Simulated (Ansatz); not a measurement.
We consider C11b MoSi2, described by r²SCAN+SOC in Ansatz (plane waves, PAW).

Input:

Ansatz 0.2 input:
```yaml
crystal:
  lattice:
    - [-1.6032, 1.6032, 3.9239]
    - [1.6032, -1.6032, 3.9239]
    - [1.6032, 1.6032, -3.9239]
  atoms:
    - { symbol: Si, position: [0.6647, 0.6647, 0.0] }
    - { symbol: Si, position: [0.3353, 0.3353, 0.0] }
    - { symbol: Mo, position: [0.0, 0.0, 0.0] }
basis:
  ecutwfc: 560
  ecutrho_ratio: 4
  xc_grid: 3
kpoints:
  mp_grid: { grid: [24, 24, 24] }
hamiltonian:
  xc: r2scan
  dispersion: none
  pseudopotentials: { kind: paw }
scf:
  occupations: { method: fermi_dirac, width: 0.05 }
  convergence: { dr2_threshold: 0.0000000003 }
output:
  forces: true
  stress: true
  eigenvalues: true
magnetization:
  noncollinear: true
  spin_orbit: true
```

Problem. How many irreducible k-points, plane waves at Γ does the program set up, and what pressure does the run end with?

Solution. 1063 irreducible k-points, 1211 plane waves at Γ; P = -1.50 GPa, so the cell is stretched and would shrink at this level.

Excerpt of the program's output:

```
Crystal: 3 atoms, lattice volume = 40.342 Å³
Basis set: ecut = 560 eV, 1211 PW (Γ), exchange–correlation on 108×108×108 points (27 copies of the dense FFT grid, shifted against one another)
Bands: 30, of which v1, the nominal top of the filled ones, is band 22 counted from 1 (21 counted from 0)
Symmetry: 16 space group operations + 16 with time reversal
k-points: 1063 of 13824
Initial density: superposition of atomic densities (chi_scale 0.1, normalization cell, long waves kept (reshape's long-wave potential 0.00 eV rms))
Functional: x = r2scan, c = r2scan; τ floored in thin density (d = 2e-4 eV/Å³)
spin=Noncollinear: Kerker preconditioning applied to the charge; magnetization (m_x, m_y, m_z) channels mix plain (no charge-response kernel on spin).
SCF 1 converged in 9 iterations: F = -6241.022995 eV  dr2 = 1.11e-10
SCF converged after 9 iterations
Free energy (F): -6241.022995 eV
Internal energy: -6241.021307 eV  (E = F + TS)
E sigma→0 (E₀):  -6241.022151 eV
Fermi energy:    15.919343 eV
--- Forces (eV/Å), atoms counted from 1 ---
  atom   1  Si     0.00000000    -0.00000000    -0.02201461
  atom   2  Si     0.00000000    -0.00000000     0.02201461
  atom   3  Mo     0.00000000     0.00000000     0.00000000
--- Stress (GPa, compression-positive) ---
       -1.104584       0.000000       0.000000
        0.000000      -1.104584      -0.000000
        0.000000       0.000000      -2.282628
  P = ⅓ Tr σ = -1.4973 GPa (-14.973 kbar)
```

The PAW data were made under PBE.

Note: cell and atoms aren't relaxed at this level (largest force 0.02 eV/Å, pressure -1.5 GPa).

Computing time: around 7 core-minutes (rough).

Ansatz is an electronic-structure program.
